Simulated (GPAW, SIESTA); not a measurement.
A SIESTA input for a self-consistent single point of BaTe (Fm-3m, 2 atoms in the cell) (DFT, GGA PBE, numerical atomic orbitals TZP, PseudoDojo PBE standard norm-conserving potentials (rewritten from UPF to PSML)):

```
# files in the folder: Ba.psml Te.psml (PseudoDojo PBE standard)
SystemName  BaTe
SystemLabel bate

NumberOfAtoms                2
NumberOfSpecies              2
%block ChemicalSpeciesLabel
  1 56 Ba
  2 52 Te
%endblock ChemicalSpeciesLabel
LatticeConstant              1.0 Bohr
%block LatticeVectors
     0.000000000    6.550881120    6.550881120
     6.550881120    0.000000000    6.550881120
     6.550881120    6.550881120    0.000000000
%endblock LatticeVectors
AtomicCoordinatesFormat      ScaledCartesian
%block AtomicCoordinatesAndAtomicSpecies
     0.000000000    0.000000000    0.000000000  1
     6.550881120    6.550881120    6.550881120  2
%endblock AtomicCoordinatesAndAtomicSpecies

XC.functional                GGA
XC.authors                   PBE
PAO.BasisSize                TZP
PAO.EnergyShift              0.01 Ry
MeshCutoff                   350 Ry
%block kgrid.MonkhorstPack
    6   0   0  0.0
    0   6   0  0.0
    0   0   6  0.0
%endblock kgrid.MonkhorstPack
OccupationFunction           FD
ElectronicTemperature        0.05 eV

MaxSCFIterations             150
SCF.Mixer.Method             Broyden
SCF.Mixer.Weight             0.25
SCF.Mixer.History            8
SCF.DM.Tolerance             1.0E-05
Diag.ParallelOverK           true
WriteForces                  true
```

Translate this input to GPAW.

This is the input that was run; spellings and numerical settings could be chosen otherwise.

```python
from ase import Atoms
from ase.units import GPa
from gpaw import GPAW

atoms = Atoms(['Ba', 'Te'],
              cell=[[0.000000, 3.466577, 3.466577],
                    [3.466577, 0.000000, 3.466577],
                    [3.466577, 3.466577, 0.000000]],
              scaled_positions=[[0.000000, 0.000000, 0.000000],
                                [0.500000, 0.500000, 0.500000]],
              pbc=True)

calc = GPAW(mode={'name': 'pw', 'ecut': 600},
            xc='PBE',
            kpts={'size': (6, 6, 6), 'gamma': True},
            occupations={'name': 'fermi-dirac', 'width': 0.05},
            nbands=-8,
            convergence={'density': 1e-05, 'bands': -6},
            symmetry={'symmorphic': False, 'tolerance': 0.0005},
            maxiter=150)

atoms.calc = calc

energy = atoms.get_potential_energy()
print('Energy (eV):', round(energy, 6))
forces = atoms.get_forces()
print('Forces (eV/Ang):')
print(forces.round(5))
stress = atoms.get_stress()
print('Stress (GPa, Voigt):', (stress / GPa).round(4))
```

Basis, cutoffs, solver keys and any potentials are the target program's own. This input uses DFT PBE, plane waves, GPAW PAW datasets PBE (gpaw-data 1.0.1). Both were run: pressure 2.69 GPa in SIESTA and 2.03 in GPAW; gap on the mesh 2.759 eV in SIESTA and 1.477 in GPAW.

On SIESTA: the starting cell comes from a database of computed structures (which also holds hypothetical and non-ambient phases and stackings), without a prior relaxation at this level. Its lattice was rescaled by a random factor within 2.5 % of one. Spin-orbit coupling is off. Values carry the incompleteness of an atom-centred basis. The basis of the alkali or alkaline-earth atoms may lack their empty d shell, which can raise the gap.

On GPAW: the starting cell comes from a database of computed structures (which also holds hypothetical and non-ambient phases and stackings), without a prior relaxation at this level. Its lattice was rescaled by a random factor within 2.5 % of one. Spin-orbit coupling is off.
